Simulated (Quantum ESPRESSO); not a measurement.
**Equation of state of bcc W (space group 229): energy against volume (Quantum ESPRESSO, LDA)**

```yaml
crystal:
  lattice:
    - [-1.51855, 1.51855, 1.51855]
    - [1.51855, -1.51855, 1.51855]
    - [1.51855, 1.51855, -1.51855]
  atoms:
    - { symbol: W, position: [0.00000, 0.00000, 0.00000] }
```

Computed with LDA (PZ), GBRV 1.5 ultrasoft (LDA) pseudopotentials (plane waves; Quantum ESPRESSO 7.5). Settings: ecutwfc = 52 Ry; ecutrho = 416 Ry; occupations = smearing; smearing = fermi-dirac; degauss = 0.0036749 Ry; potentials = {W: w_lda_v1.2.uspp.F.UPF}; K_POINTS = automatic 26 26 26 0 0 0; conv_thr = 1e-10 Ry; mixing_beta = 0.5. The cell above is the first row's. The rows scale it uniformly. In all rows the k mesh is held. E is the free energy at the stated smearing, counted from the lowest row.

| V (Å^3/atom) | E (meV/atom) |
|---|---|
| 14.007 | ? |
| 14.312 | 98.74 |
| 14.616 | 50.44 |
| 14.921 | 18.95 |
| 15.225 | 2.64 |
| 15.530 | 0.00 |
| 15.834 | 9.57 |
| 16.139 | 30.35 |
| 16.443 | 61.05 |

Taking the third-order Birch-Murnaghan form, a cubic in V^(-2/3) for E over the 8 complete rows: With u = V^(-2/3) - 0.162, the rows have u = 0.007642, 0.005281, 0.002994, 0.000790, -0.001348, -0.003411, -0.005415, -0.007351. Least squares gives E = 0.151 + 2035.17·u + 1412499·u² + 1198828·u³. Residuals (row less fit): 0.011, -0.028, 0.012, -0.001, 0.029, -0.026, -0.008, 0.008; standard error 0.026 (degrees of freedom: 4). Its minimum lies at u = -0.000721, so V0 = (0.161279)^(-3/2) = 15.44. There d²E/du² = 2820000 and d³E/du³ = 7193000, so B0 = (4/9) × 15.44^(-7/3) × 2820000 × 0.160218 = 338 GPa (the last factor turns the table's units into GPa), and B0' = 4 + (2/3) × 0.161279 × (7193000)/2820000 = 4.3. The program's pressures in the fitted runs (not shown) pass through zero at V = 15.42, 0.11 % from this V0.

### Question
What does the fit predict for E at V = 14.007, and how far is the calculated value from it?

### Answer
u = 0.010096, so E = 0.151 + 2035.17 × 0.010096 + 1412499 × 0.010096² + 1198828 × 0.010096³ = 165.907 meV/atom. The calculation gives 165.49 meV/atom, 0.417 meV/atom below the prediction (0.3 % of the range of E in the table). The row lies outside the fitted rows, so this is an extrapolation. From the scatter of the fitted rows alone, a prediction at this place has a standard error of 0.077 meV/atom, so the miss is 5.4 times that.

Carrying the step between the two nearest rows on in a straight line would have given 147.20, off by 18.29; series whose last step already gives the withheld value aren't shown. The scan was laid around a cell of about the measured size, scaled by a guess for this functional. Spin polarisation is off. Spin-orbit coupling is off. Cutoffs and mesh are single choices, not tested for convergence of this quantity. Series with a scatter that would blur these digits, or in which a gap closes, are not shown. Nor are scans whose minimum lies at an end fitted in this form.

Terms beyond the fitted order, or numerical noise in single rows, can give a miss of this size; the table doesn't tell which.
